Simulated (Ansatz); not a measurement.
**Response to strain in Hf**

The reference is Hf in the hcp (Mg type) structure (space group P6_3/mmc, No. 194).

```
Hf
1.0
    3.15905     0.00000     0.00000
   -1.57953     2.73582     0.00000
    0.00000     0.00000     5.00010
Hf
2
Direct
  0.33333   0.66667   0.75000
  0.66667   0.33333   0.25000
```

Cartesian axes are those of the cell as printed.

Strains are applied to the cell and any free atomic positions relax; under biaxial strain the out-of-plane vector relaxes too; under stress the whole cell relaxes.

Level of theory: PBEsol, PAW, 420 eV (Ansatz, a program for electronic structure; spin-orbit coupling left out).

Notes on the quantities. pressure: mean of the normal stresses, compression positive.

| variant | pressure | shortest interatomic distance |
|---|---|---|
| base | 0.0 GPa | 3.095 Å |
| biaxial strain −3.78 %, plane normal [001], relaxed out of plane | (withheld) | (withheld) |
| biaxial strain −2.48 %, plane normal [001], relaxed out of plane | 3.7 GPa | 3.081 Å |
| biaxial strain +4.91 %, plane normal [001], relaxed out of plane | -5.8 GPa | 3.083 Å |
| isotropic strain −1.29 % | 4.7 GPa | 3.055 Å |
| isotropic strain +1.18 % | -3.8 GPa | 3.131 Å |
| uniaxial strain ε_xx = −4.02 % | 4.9 GPa | 3.032 Å |
| uniaxial strain ε_xx = +1.93 % | -2.1 GPa | 3.103 Å |
| uniaxial strain ε_yy = +3.63 % | -3.7 GPa | 3.107 Å |
| uniaxial stress, 5 GPa compression along z | – | 3.046 Å |

Complete the table.


- biaxial strain −3.78 %, plane normal [001], relaxed out of plane, pressure: 5.7 GPa
- biaxial strain −3.78 %, plane normal [001], relaxed out of plane, shortest interatomic distance: 3.040 Å

Without a gap, meshes like the base's 17×17×9 leave anisotropic stresses uncertain by several tenths of a GPa, and small strain energies with them. Stability under load was not tested beyond the relaxation. The final runs are not spin-polarised.
